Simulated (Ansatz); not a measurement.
The parent structure is GaN in the wurtzite structure (space group P6_3mc, No. 186; a = 3.218 Å, c = 5.243 Å). Axes: x lies along a and z along c of the hexagonal cell.

Computed with Kohn–Sham DFT with the PBE functional, run in Ansatz (a program for electronic structure) with PAW and 420 eV plane waves, spin-orbit coupling left out.

Strains are applied to the cell and any free atomic positions relax; under biaxial strain the out-of-plane vector relaxes too.

One change was made to it. Results:

The electron mass becomes 0.15 mₑ out of plane, 0.17 mₑ in plane (at Γ) (base: 0.14 mₑ along c, 0.16 mₑ across (at Γ)); the band gap rises by 0.07 eV (1.71 eV → 1.78 eV); the pressure (mean of the normal stresses, compression positive) goes from zero to 5.16 GPa; the volume per atom shrinks by 0.33 Å³, from 11.76 Å³ to 11.43 Å³.

Which change produced these results?
A. biaxial strain −1.80 %, plane normal [001], relaxed out of plane
B. biaxial strain −0.60 %, plane normal [001], relaxed out of plane
C. biaxial strain −3.00 %, plane normal [001], relaxed out of plane
D. biaxial strain −1.20 %, plane normal [001], relaxed out of plane

A, biaxial strain −1.80 %, plane normal [001], relaxed out of plane. For comparison, the pressure in the other runs: biaxial strain −3.00 %, plane normal [001], relaxed out of plane gives 8.98 GPa; biaxial strain −0.60 %, plane normal [001], relaxed out of plane gives 1.65 GPa; biaxial strain −1.20 %, plane normal [001], relaxed out of plane gives 3.36 GPa.

Effective masses come from finite differences of ±0.01 Å⁻¹. No phonon test of stability was made.
